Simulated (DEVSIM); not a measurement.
System: abrupt GaAs p-n junction, at 300 K.

Layer 1 from the left is GaAs, thickness (μm) 18.0, Na (cm⁻³) 3.1e17, τn (s) 1.7e-8, τp (s) 1.7e-8. Layer 2 from the left is GaAs, thickness (μm) 45.0, Nd (cm⁻³) 1.2e14, τn (s) 1.7e-8, τp (s) 1.7e-8.

Left contact: ohmic. Right contact: ohmic. Voltage is applied to the left contact. Recombination: SRH at mid-gap, radiative, Auger. Mobility is constant in doping.

Constants are typed, rounded textbook-type inputs, not results; the design itself was drawn at random and stands for no fabricated device. Values at 300 K.

GaAs: gap (eV) 1.424, affinity (eV) 4.07, permittivity 12.9, Nc (cm⁻³) 4.7e17, Nv (cm⁻³) 9e18, μn (cm²/Vs) 8500, μp (cm²/Vs) 400, B (cm³/s) 2e-10, Cn (cm⁶/s) 1e-30, Cp (cm⁶/s) 1e-30.

**Question.** Estimate by hand the built-in potential, the peak field at zero bias, the capacitance at -3 V, and compare with a numerical solution.

**Answer.** 
- Built-in potential: ni = √(Nc Nv) exp(−Eg/2kT) = 2250000 cm⁻³ with Eg = 1.424 eV; Vbi = kT/q ln(Na Nd/ni²) = 1.123 V; numerical 1.123 V.
- Peak field at zero bias: depletion approximation: W = √(2εVbi/(qN)) = 3.65 μm with N = 1.20e14 cm⁻³; field = 2Vbi/W = 6150 V/cm; numerical 29200 V/cm (estimate below by 79 %).
- Capacitance at -3 V: C = √(qεN / 2(Vbi + |V|)) = 1.63 nF/cm²; numerical 1.66 nF/cm² (estimate below by 1.4 %).

Model (solved in DEVSIM): 1D drift-diffusion, Boltzmann statistics, complete ionisation; no tunnelling, impact ionisation, image-force lowering or self-heating.
